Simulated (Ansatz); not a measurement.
Gap of a one-dimensional SrO body, 2 atoms a period at several levels, all on one geometry.

```
CELL_PARAMETERS angstrom
     11.00000     0.00000     0.00000
      0.00000    11.00000     0.00000
      0.00000     0.00000     4.48205
ATOMIC_POSITIONS crystal
  Sr 0.50000 0.50000 0.00000
  O  0.50000 0.50000 0.50000
```

Levels: PBE (plane waves to 420 eV, PAW; Ansatz, a program for electronic structure); r2SCAN (plane waves to 500 eV, PAW; Ansatz); HSE06 (Ansatz). Unmarked values and the geometry are of the first. Mesh 1×1×66. No spin polarisation. One-dimensional cell, images about 11 Å apart. A hypothetical model. It keeps the symmetry and period of its start, so it need not be a minimum against all distortions. Pairing along the axis, which can open a gap, is among the distortions not tried. On relaxing, bonds broke or formed, so the name tells the start alone. HSE06 ran on a 1×1×4 mesh and at PBE's edge points.

| level | gap (eV) |
|---|---|
| PBE | 0.65 |
| r2SCAN | ? |
| HSE06 | 1.88 |

### Question
Complete the blanks.

### Answer

- r2SCAN, gap (eV): 1.24
